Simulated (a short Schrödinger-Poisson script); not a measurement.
Structure: MOS inversion layer, Si3N4 on p-type Si(100), at 300 K.

From the gate side: 2.3 nm Si3N4; 260 nm Si, acceptors 2.8e18 cm⁻³.

The device is made up for the run: typed textbook-type constants, with dimensions and the other settings drawn at random. Si3N4: permittivity 7.5, conduction-band edge (eV) 1.95, gap (eV) 5.1, electron mass (mₑ) 0.5. Si: permittivity 11.7, conduction-band edge (eV) 0, gap (eV) 1.124, Nv at 300 K (cm⁻³) 3.1e19.

Channel valleys (confinement mass, in-plane density-of-states mass, number): Δ2 0.916, 0.19, 2; Δ4 0.19, 0.417, 4. At the gate the conduction-band edge of layer 1 lies 2.3 eV − eVg above the Fermi level of the channel; the field vanishes at the back. Gaps are held at their typed values at every temperature. Mesh 0.03 nm at interfaces.

From a short Schrödinger-Poisson script (our own, NumPy): 1D Poisson equation in equilibrium, electrons quantum, Hartree (BenDaniel-Duke, 12 states a valley, the channel's in-plane mass for all, wave functions free to enter the dielectric), parabolic valleys, classical holes, full ionisation, no traps, pinning or gate leakage.

```csv
Vg (V),electrons (cm⁻²),C (μF/cm²),Δ2 E0 (meV from the Fermi level),Δ4 E0 (meV from the Fermi level)
0.65,3.66e9,0.428,187.4,262.2
0.7,1.71e10,0.474,147.4,223.2
0.75,7.29e10,0.662,109.5,186.3
0.8,2.44e11,1.06,77.8,155.5
0.85,5.75e11,1.46,54.7,133.3
0.9,1.03e12,1.72,38.4,118.0
0.95,1.57e12,1.88,26.2,106.8
1,2.15e12,1.98,16.6,98.2
1.05,2.77e12,2.05,8.5,91.1
1.1,3.40e12,2.10,1.6,85.1
1.15,4.06e12,2.14,-4.6,79.8
1.2,4.72e12,2.17,-10.2,75.2
1.25,5.40e12,2.20,-15.4,70.9
1.3,6.08e12,2.22,-20.1,67.1
1.35,6.78e12,2.24,-24.6,63.5
1.4,7.47e12,2.26,-28.9,60.1
```

Gate voltages with under 1e9 electrons/cm² are left out.

Q: At Vg = 1.4 V the lowest Δ2 subband lies at -28.9 meV from the Fermi level. How many electrons does it hold, and what share of all?

A: The two-dimensional density of states is g m/(πħ²) = 1.59e11 cm⁻² meV⁻¹ (both spins), kT = 25.9 meV, so n = D kT ln(1 + exp(−E/kT)) = 5.75e12 cm⁻², 0.77 of the 7.47e12 cm⁻² in all.

Q: Compare the slope of the sheet density between 1.3 and 1.4 V with the geometric capacitance of the layers between gate and channel.

A: q Δn/ΔV = 2.23 μF/cm²; ε0/Σ(t/ε) = 2.89 μF/cm². The ratio is 0.77: the channel acts as a further capacitance in series.
